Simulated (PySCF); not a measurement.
PySCF 2.14.0, PBE/def2-svp, df: Y(Br)(OSiH3)2 ([SiH3][O][Y]([Br])[O][SiH3]), 12 atoms. The geometry is a generated start, not checked to be a minimum at this level.

| Item | Value |
|---|---|
| task | energy |
| method | pbe |
| basis | def2-svp |
| two-electron scheme | density fitting |
| mol.max_memory | 3000 MB |
| mf.max_cycle | 100 |
| mf.conv_tol | 1e-09 (default) |
| mf.grids.level | 3 (default) |
| effective core potentials | those of the basis set, past Kr |
| basis functions | 157 |
| grid points | 167672 |

```xyz
12

Y     -0.9094    -0.2452     0.9244
Br    -0.4372     0.7568     3.1743
O      0.7844    -1.1469     0.5864
Si     1.9755    -2.2305     0.6737
H      3.2469    -1.5072     0.7393
H      1.8800    -3.0759    -0.5240
H      1.7574    -3.0455     1.8848
O     -1.2532     1.3263    -0.1971
Si    -1.6628     2.1293    -1.5376
H     -0.6679     3.1795    -1.7635
H     -3.0038     2.6797    -1.2944
H     -1.7099     1.1797    -2.6662
```

Charge 0 and multiplicity 1 are set for this test and not shown to be the ground state.

With the defaults (mf.DIIS = CDIIS, mf.diis = true, mf.init_guess = minao, mf.diis_space = 8, mf.damp = 0, mf.diis_start_cycle = 1, mf.level_shift = 0, mf.diis_damp = 0) it converges in 17 Fock builds. One run each on 2 threads, 1 BLAS thread, with these changes:
- mf.diis = false
- mf.diis_space = 20
- mf.level_shift = 0.1 Hartree
- mf.init_guess = 1e
- mf.init_guess = huckel
- mf.diis_damp = 0.3
- mf.DIIS = ADIIS
- mf.damp = 0.3, mf.diis_start_cycle = 4
- mf.DIIS = EDIIS

Problem. Name the settings that don't reach the solution of the defaults.

Solution. No convergence: mf.DIIS = EDIIS; mf.diis = false (the run ends without SCF convergence in 100 cycles). The rest reach the solution of the defaults.

| setting | Fock builds | end |
|---|---|---|
| mf.diis_damp = 0.3 | 14 | same solution |
| mf.init_guess = huckel | 15 | same solution |
| mf.level_shift = 0.1 Hartree | 16 | same solution |
| the defaults | 17 | same solution |
| mf.diis_space = 20 | 17 | same solution |
| mf.damp = 0.3, mf.diis_start_cycle = 4 | 26 | same solution |
| mf.init_guess = 1e | 31 | same solution |
| mf.DIIS = ADIIS | 35 | same solution |
| mf.DIIS = EDIIS | 101 | no convergence |
| mf.diis = false | 101 | no convergence |
